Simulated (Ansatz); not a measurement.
A self-consistent single point of Bi (Im-3m, 1 atom in the cell) with Ansatz (a program for electronic structure).

Method: PBEsol, default PAW files made with PBE (plane waves; Ansatz).

```xyz
1
Lattice="-1.9874 1.9874 1.9874 1.9874 -1.9874 1.9874 1.9874 1.9874 -1.9874" Properties=species:S:1:pos:R:3 pbc="T T T"
Bi     0.0000     0.0000     0.0000
```

Reference input (self-consistent single point, DFT, PBEsol, plane waves, default PAW files made with PBE): basis.ecutwfc = 420 eV; kpoints.mp_grid.grid = 12 12 12; hamiltonian.xc = pbesol; hamiltonian.pseudopotentials = {kind: paw} (the program's default PAW files); scf.occupations.method = gaussian; scf.occupations.width = 0.1 eV. This run's input differs from it in these lines:

Ansatz 0.2 input:
```diff
@@ -11,3 +11,3 @@
 kpoints:
-  mp_grid: { grid: [12, 12, 12] }
+  mp_grid: { grid: [14, 14, 14] }
 hamiltonian:
```

The program printed (abridged):

```
SCF iter   1: F=—  HF=-12241.903297 eV  |F-HF|=—  |Δ(HF+E_count)|=         —  Δρ=8.94e-4  dr2=2.08e-4  ethr=1.77e-3  ⟨swp⟩=5.3  Hψ=7021  notcnv=0
all-band conjugate gradients solve this SCF's bands
preconditioner: auto → Kerker (q_TF=auto, 2.412 Å⁻¹)
SCF iter   2: F=—  HF=-12241.902678 eV  |F-HF|=—  |Δ(HF+E_count)|=   6.19e-4  Δρ=7.30e-4  dr2=1.46e-4  ethr=1.39e-6  ⟨swp⟩=2.5  Hψ=2919  notcnv=0
SCF iter   3: F=—  HF=-12241.902668 eV  |F-HF|=—  |Δ(HF+E_count)|=   1.06e-5  Δρ=3.88e-4  dr2=2.54e-5  ethr=9.72e-7  ⟨swp⟩=2.0  Hψ=1980  notcnv=0
SCF iter   4: F=—  HF=-12241.902649 eV  |F-HF|=—  |Δ(HF+E_count)|=   1.86e-5  Δρ=2.30e-4  dr2=8.87e-6  ethr=1.69e-7  ⟨swp⟩=2.0  Hψ=1957  notcnv=0
SCF iter   5: F=—  HF=-12241.902644 eV  |F-HF|=—  |Δ(HF+E_count)|=   5.54e-6  Δρ=2.90e-5  dr2=2.90e-7  ethr=5.91e-8  ⟨swp⟩=2.0  Hψ=1979  notcnv=0
SCF iter   6: F=-12241.902644 eV  HF=-12241.902644 eV  |F-HF|=9.12e-8  |Δ(HF+E_count)|=   3.16e-8  Δρ=2.01e-5  dr2=9.01e-8  ethr=6.67e-10  ⟨swp⟩=7.0  Hψ=5464  notcnv=0
SCF 1 converged in 6 iterations: F = -12241.902644 eV  dr2 = 9.01e-8
Free energy (F): -12241.902644 eV
Internal energy: -12241.897355 eV  (E = F + TS)
E sigma→0 (E₀):  -12241.899999 eV
Entropy (-TS):   -0.005289 eV (-5.289 meV/atom)
Fermi energy:    11.362620 eV
--- Forces (eV/Å), atoms counted from 1 ---
  atom   1  Bi    -0.00000000     0.00000000    -0.00000000
--- Stress (GPa, compression-positive) ---
       -2.556754       0.000000      -0.000000
        0.000000      -2.556754      -0.000000
       -0.000000      -0.000000      -2.556754
  P = ⅓ Tr σ = -2.5568 GPa (-25.568 kbar)
  The stress holds the Pulay correction. Without it, at fixed plane waves, as pw.x and ABINIT print it: P = -2.5855 GPa
```

The run converged in 6 iterations. Against the reference run the free energy goes up by 12.0 meV/atom and the pressure hardly changes (-2.66 to -2.56 GPa).

The starting cell comes from a database of computed structures (which also holds hypothetical and non-ambient phases and stackings), without a prior relaxation at this level. Its lattice was rescaled by up to half a per cent. Ansatz's pressure includes its estimate of the finite-basis (Pulay) stress.
